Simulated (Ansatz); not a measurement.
# ZrO2: pressure −1 GPa

Take ZrO2 in the fluorite structure (space group Fm-3m, No. 225; a = 5.089 Å) as the base.

It is then changed as follows: hydrostatic tension (pressure −1 GPa).

Computed with r2SCAN/PAW in Ansatz (a first-principles code), no spin-orbit coupling, earlier PAW set. Settings: 11×11×11 k-points, 0.05 eV Fermi–Dirac smearing.

```csv
quantity,base,changed,shift
volume per atom,10.98 Å³,11.03 Å³,+0.043 Å³
density,6.21 g/cm³,6.19 g/cm³,-0.02 g/cm³
shortest interatomic distance,2.204 Å,2.207 Å,+0.003 Å
enthalpy H = E + PV relative to the base's energy,–,-0.07 eV/atom,–
band gap,3.89 eV,3.87 eV,-0.012 eV
gap character,"indirect, X → Γ","indirect, X → Γ",–
smallest direct gap,4.29 eV,4.27 eV,-0.02 eV
width of the top valence band,1.67 eV,1.67 eV,0.00 eV
"electron mass (degenerate bands, along [100])","0.53, 2.1 mₑ (at Γ)","0.54, 2.1 mₑ (at Γ)",–
"valley order (the lowest conduction-band minima on the path, energy above the VBM, named in the base's zone)","Γ 3.89 eV; a point along ⟨110⟩, about 0.8 Å⁻¹ from Γ 4.29 eV; X along ⟨100⟩ 4.29 eV; L along ⟨111⟩ 4.49 eV","Γ 3.87 eV; X along ⟨100⟩ 4.27 eV; a point along ⟨110⟩, about 0.8 Å⁻¹ from Γ 4.27 eV; L along ⟨111⟩ 4.48 eV",–
```

Final structure:

```xyz
3
Lattice="0.0000 2.5479 2.5479 2.5479 0.0000 2.5479 2.5479 2.5479 0.0000" Properties=species:S:1:pos:R:3 pbc="T T T"
Zr     0.0000     0.0000     0.0000
O      1.2739     1.2739     1.2739
O      3.8218     3.8218     3.8218
```

Load acts through the strain it causes; cell and atoms are relaxed under it. Effective masses come from finite differences of ±0.01 Å⁻¹. Whether these cells are dynamically stable was not tested. This is not the structure that ZrO2 has at room temperature and ambient pressure.
